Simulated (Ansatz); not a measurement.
By PBEsol, the system below comes out a metal.

A figure of merit of an interconnect metal is its ballistic conductance per area.

Data:

```xyz
4
Lattice="5.2826 0.0000 0.0000 -2.6413 4.5749 0.0000 2.6413 1.5250 2.1566" Properties=species:S:1:pos:R:3 pbc="T T T"
Cu     3.9620     3.8124     2.1566
Cu     5.2826     1.5250     2.1566
Cu     1.3207     3.8124     2.1566
Au     0.0000     0.0000     0.0000
```

The cell is taken as given; by PBEsol it stands under a pressure of -2.9 GPa.

The current flows along the normal of the first two printed cell vectors, the (111) plane of the conventional cell. No spin-orbit coupling; the value is a mean over 0.1 eV about the Fermi level.

Problem. Estimate the ballistic conductance per area that PBEsol in Ansatz (a quantum-chemistry and plane-wave program) returns for this system.

Solution. 0.81 × 10¹⁵ S/m² for both spins.
